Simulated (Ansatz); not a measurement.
# L1₀ (CuAu-type) TiAl

The numbers are results of rVV10 (Ansatz, a first-principles code, PAW), not measurements.

Run with plane-wave cutoff 500 eV, 20×20×14 k mesh (along the axes of the cell as run), Fermi–Dirac smearing 0.1 eV, no spin polarisation, scalar-relativistic PAW data made under PBE.

Cell (relaxed at this level):

```cif
data_AlTi
_chemical_formula_sum 'Ti1 Al1'
_space_group_name_H-M_alt 'P 1'
_space_group_IT_number 1
_cell_length_a 2.82218
_cell_length_b 2.82218
_cell_length_c 4.06659
_cell_angle_alpha 90.000
_cell_angle_beta 90.000
_cell_angle_gamma 90.000
loop_
_space_group_symop_operation_xyz
  'x, y, z'
loop_
_atom_site_label
_atom_site_type_symbol
_atom_site_fract_x
_atom_site_fract_y
_atom_site_fract_z
_atom_site_occupancy
Ti1 Ti 0.00000 0.00000 0.00000 1
Al1 Al 0.50000 0.50000 0.50000 1
```

For L1₀ (CuAu-type) TiAl, the equilibrium volume per atom is 16.19 Å³/atom and the lattice constant a is 2.822 Å. The c axis length is 4.067 Å.

Measured, for comparison: lattice constant a 2.826 Å (temperature not stated, not corrected to a static lattice, P4/mmm two-atom cell, a_fct/√2; as tabulated in Zope and Mishin (2003), arXiv:cond-mat/0306298); lattice parameter c 4.077 Å (temperature not stated, not corrected to a static lattice; as tabulated in Zope and Mishin (2003), arXiv:cond-mat/0306298). Computed (rounded) less measured: lattice constant a -0.1 %, lattice parameter c -0.2 %.

The computed numbers hold no vibrational or temperature effects.
